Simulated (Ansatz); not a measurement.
The reference is PtTe2 (space group P-3m1, No. 164; layered).

Space group P-3m1 (No. 164); a = 4.009 Å, b = 4.009 Å, c = 4.959 Å, α = 90.00°, β = 90.00°, γ = 120.00°

| atom | site | symmetry | x | y | z |
|---|---|---|---|---|---|
| Te | 2d | 3m. | 0.3333 | 0.6667 | 0.2704 |
| Pt | 1a | -3m. | 0.0000 | 0.0000 | 0.0000 |

Computed with PBEsol-D3(BJ), PAW, 420 eV (Ansatz, a program for electronic structure; scalar-relativistic without spin-orbit coupling).

| level | lattice parameter a | lattice parameter c |
|---|---|---|
| PBEsol-D3(BJ) | 4.009 Å | 4.959 Å |

### Question
What does experiment give, and how far off is each level?

### Answer
Measured: lattice parameter a 4.0259 Å (temperature not stated; as listed in Pelayo et al., arXiv (2023)); lattice parameter c 5.2209 Å (temperature not stated; as listed in Pelayo et al., arXiv (2023)). Computed minus measured — lattice parameter a: PBEsol-D3(BJ) -0.4 %; lattice parameter c: PBEsol-D3(BJ) -5.0 %. Measured values not marked as corrected hold thermal and zero-point effects that the static-lattice runs lack. A miss this large can also come from another phase or magnetic state, or from a fault of the measured value.

No phonon test of stability was made. The final runs are not spin-polarised.
